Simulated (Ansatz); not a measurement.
We consider stishovite (SiO2), described by BLYP (Ansatz, a program for electronic structure, PAW).

Numerical settings: plane-wave cutoff 520 eV, 8×8×12 k mesh (along the axes of the cell as run), Fermi–Dirac smearing 0.01 eV, scalar-relativistic PAW data made under PBE.

Cell (measured lattice):

```xyz
6
Lattice="4.1790 0.0000 0.0000 0.0000 4.1790 0.0000 0.0000 0.0000 2.6649" Properties=species:S:1:pos:R:3 pbc="T T T"
Si     0.0000     0.0000     0.0000
Si     2.0895     2.0895     1.3324
O      1.2773     1.2773     0.0000
O      3.3668     0.8122     1.3324
O      0.8122     3.3668     1.3324
O      2.9017     2.9017     0.0000
```

**Question.** Predict the band gap.

**Answer.** 
band gap: 5.78 eV (direct)

Note: cell and atoms aren't relaxed at this level (pressure 16.3 GPa).
